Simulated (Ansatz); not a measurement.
**Response to strain in AlN**

Take AlN in the wurtzite structure (space group P6_3mc, No. 186; a = 3.089 Å, c = 4.943 Å) as the base.

Strains are applied to the cell and any free atomic positions relax.

All numbers come from LDA/PAW in Ansatz (a program for electronic structure), spin-orbit coupling left out.

Computed cases, in order: isotropic strain −3.00 %; isotropic strain −2.40 %; isotropic strain −1.80 %; isotropic strain −1.20 %; the unstrained base.

Task: Between which two neighbouring cases does the gap turn between direct and indirect?

Result: Between isotropic strain −2.40 % (4.94 eV, indirect, Γ → K) and isotropic strain −1.80 % (4.91 eV, direct at Γ). The whole series: isotropic strain −3.00 %: 4.95 eV, indirect, Γ → K; isotropic strain −2.40 %: 4.94 eV, indirect, Γ → K; isotropic strain −1.80 %: 4.91 eV, direct at Γ; isotropic strain −1.20 %: 4.74 eV, direct at Γ; the unstrained base: 4.42 eV, direct at Γ.

No phonon test of stability was made.
